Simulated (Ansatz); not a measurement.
For GaP (R-3m, No. 166; start mp-1018275; another space group than a measured phase of this formula), LDA (Ansatz, a first-principles code, PAW) gives:

- equilibrium lattice constant a: 3.795 Å
- c axis length: 18.894 Å
- bulk modulus: 83.6 GPa
- cohesive energy: 4.22 eV/atom
- band gap: 0.65 eV

Q: What does r²SCAN (PAW; Ansatz) give for the same quantities?

A: 
- lattice constant a: 3.841 Å (increases by 1.2 %)
- lattice parameter c: 19.118 Å (increases by 1.2 %)
- bulk modulus: 80.5 GPa (decreases by 3.7 %)
- cohesive energy: 3.49 eV/atom (shrinks by 0.73 eV/atom)
- band gap: 1.02 eV (rises by 0.37 eV)

Changes are worked out from the printed values.

Unless a cell is named, each level is at its own relaxed cell (LDA 19.64, r²SCAN 20.36 Å³/atom).

Spin–orbit coupling is included only where a level's name says +SOC; with heavier elements it mostly lowers gaps and can invert bands. Density-functional gaps are differences of (generalised) Kohn–Sham levels.

Caveats: the bulk modulus is −V dP/dV from two relaxed cells at ±2 % in volume (LDA, r²SCAN); the relaxation could not lower the start's symmetry, so the cell can be a saddle point above a distorted one (LDA, r²SCAN). Ansatz's density-functional and Hartree–Fock values are scalar-relativistic unless marked +SOC, with PAW data made under PBE.

A start named mp-… is a Materials Project structure, which can be a computed phase never made.
